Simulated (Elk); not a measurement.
**Worked example: self-consistent single point of NaBi (P4/mmm, 2 atoms in the cell) in Elk**

Level of theory: PBEsol, all-electron FP-LAPW, Elk's shipped species files, APW+lo basis with extra local orbitals (Elk).

Input as run:

```
tasks
  0

xctype
  22

rgkmax
  7.5

gmaxvr
  16.0

nxlo
  2

lorbcnd
  .true.

lmaxi
  3

stype
  3

swidth
  0.00367493

avec
    6.4348953996    0.0000000000    0.0000000000
    0.0000000000    6.4348953996    0.0000000000
    0.0000000000    0.0000000000    9.1975616102

sppath
  'species/'

atoms
  2   : nspecies
  'Na.in'   : spfname
  1   : natoms; atposl, bfcmt below
  0.5000000000  0.5000000000  0.5000000000    0.0 0.0 0.0
  'Bi.in'   : spfname
  1   : natoms; atposl, bfcmt below
  0.0000000000  0.0000000000  0.0000000000    0.0 0.0 0.0

ngridk
  10 10 7
```

Log, with long lists cut:

```
│ Elk code version 10.2.4 │

All units are atomic (Hartree, Bohr, etc.)

│ Ground-state run starting from atomic densities │

Lattice vectors :
   6.434895400       0.000000000       0.000000000
   0.000000000       6.434895400       0.000000000
   0.000000000       0.000000000       9.197561610

Unit cell volume      :    380.8515164
Brillouin zone volume :   0.6513042557

Muffin-tin inner radius fraction :   0.1000000000E-01

Nuclei treated as point charges

Species :    1 (Na)
 parameters loaded from : Na.in
 name : sodium
 nuclear charge    :   -11.00000000
 electronic charge :    11.00000000
 atomic mass :    41907.78700
 muffin-tin radius :    2.200000000
 number of radial points in muffin-tin :    397
 atomic positions (lattice), magnetic fields (Cartesian) :
   1 :   0.00000000  0.00000000  0.00000000    0.00000000  0.00000000  0.00000000

Species :    2 (Bi)
 parameters loaded from : Bi.in
 name : bismuth
 nuclear charge    :   -83.00000000
 electronic charge :    83.00000000
 atomic mass :    380947.9282
 muffin-tin radius :    2.800000000
 number of radial points in muffin-tin :    697
 atomic positions (lattice), magnetic fields (Cartesian) :
   1 :   0.50000000  0.50000000  0.50000000    0.00000000  0.00000000  0.00000000

Total number of atoms per unit cell :    2

Spin treatment :
 spin-unpolarised

Number of Bravais lattice symmetries :   16
Number of crystal symmetries         :   16
Crystal has inversion symmetry
Real symmetric eigensolver will be used

k-point grid :     10    10     7
k-point offset :    0.000000000       0.000000000       0.000000000
k-point set is reduced with full crystal symmetry group
Total number of k-points :       84

Muffin-tin radius times maximum |G+k| :    7.500000000
 using average radius
Maximum |G+k| for APW functions       :    3.000000000
Maximum (1/2)|G+k|²                   :    4.500000000
Maximum |G| for potential and density :    16.00000000
 potential will be trimmed for |G| > 2 gkmax
Constant for pseudocharge density :   11
Radial integration step length :    4

G-vector grid sizes :     35    35    48
Number of G-vectors :    26379

Maximum angular momentum used for
 APW functions                      :    8
 outer part of muffin-tin           :    6
 inner part of muffin-tin           :    3

Total nuclear charge    :   -94.00000000
Total core charge       :    70.00000000
Total valence charge    :    24.00000000
Total excess charge     :    0.000000000
Total electronic charge :    94.00000000

Effective Wigner radius, rₛ :   0.9889623132

Number of empty states         :    8
Total number of valence states :   20
Total number of core states    :   70

Conduction state local-orbitals added automatically
Total number of local-orbitals :  149

Exchange-correlation functional :     22     0     0
 PBEsol, Phys. Rev. Lett. 100, 136406 (2008)
 gradient requirement :    1
 generalised gradient approximation (GGA)

Smearing type :    3
 Fermi-Dirac
Smearing width :   0.3674930000E-02
Effective electronic temperature (K) :    1160.451112

Mixing type :    3
 Broyden mixing, J. Phys. A: Math. Gen. 17, L317 (1984)

Kohn-Sham potential initialised from atomic data

│ Self-consistent loop started │
│ Loop number : 1 │
 total energy                :     -21742.7893090
│ Loop number : 2 │
 total energy                :     -21742.7903819
RMS change in Kohn-Sham potential (target) :   0.5298804786     (  0.1000000000E-05)
Absolute change in total energy (target)   :   0.1072928568E-02 (  0.1000000000E-03)
│ Loop number : 3 │
 total energy                :     -21740.9980153
RMS change in Kohn-Sham potential (target) :   0.2998944842     (  0.1000000000E-05)
Absolute change in total energy (target)   :    1.792098431     (  0.1000000000E-03)
│ Loop number : 4 │
 total energy                :     -21738.3695153
RMS change in Kohn-Sham potential (target) :   0.1146120847     (  0.1000000000E-05)
Absolute change in total energy (target)   :    3.076524550     (  0.1000000000E-03)
│ Loop number : 5 │
 total energy                :     -21738.4818594
RMS change in Kohn-Sham potential (target) :   0.2858385204E-01 (  0.1000000000E-05)
Absolute change in total energy (target)   :   0.6567870630     (  0.1000000000E-03)
│ Loop number : 6 │
 total energy                :     -21738.1435752
RMS change in Kohn-Sham potential (target) :   0.8037759436E-02 (  0.1000000000E-05)
Absolute change in total energy (target)   :   0.5024809602     (  0.1000000000E-03)
│ Loop number : 7 │
 total energy                :     -21738.0165725
RMS change in Kohn-Sham potential (target) :   0.6663634999E-03 (  0.1000000000E-05)
Absolute change in total energy (target)   :   0.2526230054     (  0.1000000000E-03)
│ Loop number : 8 │
 total energy                :     -21738.0047902
RMS change in Kohn-Sham potential (target) :   0.2727446883E-03 (  0.1000000000E-05)
Absolute change in total energy (target)   :   0.7493797074E-01 (  0.1000000000E-03)
│ Loop number : 9 │
 total energy                :     -21738.0048996
RMS change in Kohn-Sham potential (target) :   0.1377081654E-04 (  0.1000000000E-05)
Absolute change in total energy (target)   :   0.1862516053E-01 (  0.1000000000E-03)
│ Loop number : 10 │
 total energy                :     -21738.0051184
RMS change in Kohn-Sham potential (target) :   0.8946179815E-05 (  0.1000000000E-05)
Absolute change in total energy (target)   :   0.4437462660E-02 (  0.1000000000E-03)
│ Loop number : 11 │
 total energy                :     -21738.0044261
RMS change in Kohn-Sham potential (target) :   0.2221371628E-05 (  0.1000000000E-05)
Absolute change in total energy (target)   :   0.1801702685E-02 (  0.1000000000E-03)
│ Loop number : 12 │
 total energy                :     -21738.0044207
RMS change in Kohn-Sham potential (target) :   0.9234075056E-06 (  0.1000000000E-05)
Absolute change in total energy (target)   :   0.4557402317E-03 (  0.1000000000E-03)
│ Loop number : 13 │
 total energy                :     -21738.0043903
RMS change in Kohn-Sham potential (target) :   0.9865582276E-07 (  0.1000000000E-05)
Absolute change in total energy (target)   :   0.1443925939E-03 (  0.1000000000E-03)
│ Loop number : 14 │
 total energy                :     -21738.0043905
RMS change in Kohn-Sham potential (target) :   0.3855195467E-07 (  0.1000000000E-05)
Absolute change in total energy (target)   :   0.3583981379E-04 (  0.1000000000E-03)
Convergence targets achieved

│ Loop number : 15 │

Energies :
 Fermi                       :     0.151633999016
 sum of eigenvalues          :     -13459.6043311
 electron kinetic            :      25398.7883540
 core electron kinetic       :      25200.7956026
 Coulomb                     :     -46729.7728356
 Coulomb potential           :     -38322.4790712
 nuclear-nuclear             :     -1230.12703342
 electron-nuclear            :     -52676.8125332
 Hartree                     :      7177.16673103
 Madelung                    :     -27568.5333000
 xc potential                :     -535.913613955
 exchange                    :     -400.863770465
 correlation                 :     -6.15515854817
 electron entropic           :    -0.980852073017E-03
 total energy                :     -21738.0043915

Density of states at Fermi energy :    22.08548163
 (states/Hartree/unit cell)

Estimated indirect band gap :   0.8922229664E-03
 from k-point     71 to k-point     84
Estimated direct band gap   :   0.1444979712E-01
 at k-point     33

Charges :
 core                        :    70.00000000
 valence                     :    24.00000000
 interstitial                :    2.733684984
 muffin-tins (core leakage)
  species :    1 (Na)
   atom    1                 :    10.05165294     (  0.6661338148E-15)
  species :    2 (Bi)
   atom    1                 :    81.21466207     (  0.6799906189E-03)
 total in muffin-tins        :    91.26631502
 total calculated charge     :    93.99889511
 total charge                :    94.00000000
 error                       :   0.1104889733E-02

│ Self-consistent loop stopped │
```

The run converged in 15 iterations. The count includes the last loop, which Elk runs after its targets are met.

The starting cell comes from a database of computed structures (which also holds hypothetical and non-ambient phases and stackings), without a prior relaxation at this level. Spin-orbit coupling is off. Values depend on the basis (sphere radii, cutoffs, local orbitals), which need not be converged. The log's line on a gap gives a spacing of levels on this mesh, which the program prints for metals too.
